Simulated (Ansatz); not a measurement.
**K under a change: pressure 100 GPa**

The parent structure is K in the bcc (W type) structure (space group Im-3m, No. 229; a = 5.212 Å).

Now apply this change: cell and atoms relaxed at a pressure of 100 GPa.

All numbers come from PBEsol, PAW, 420 eV (Ansatz, a first-principles code; without spin-orbit coupling). Γ-centred 13×13×13 mesh, Fermi–Dirac width 0.05 eV.

The volume per atom falls by 59.38 Å³ (70.80 Å³ → 11.42 Å³) and the density goes up by 4.767 g/cm³ to 5.68 g/cm³. The lattice parameter a shrinks by 4.488 bohr (9.850 bohr → 5.362 bohr) and the band gap is still zero.

Load acts through the strain it causes; cell and atoms are relaxed under it. No phonon test of stability was made. Measured, K leaves this structure (for fcc) near 11.6 GPa (temperature not stated; as listed in Olga Degtyareva, NATO science for peace and security series. B, Physics and biophysics (2010)).
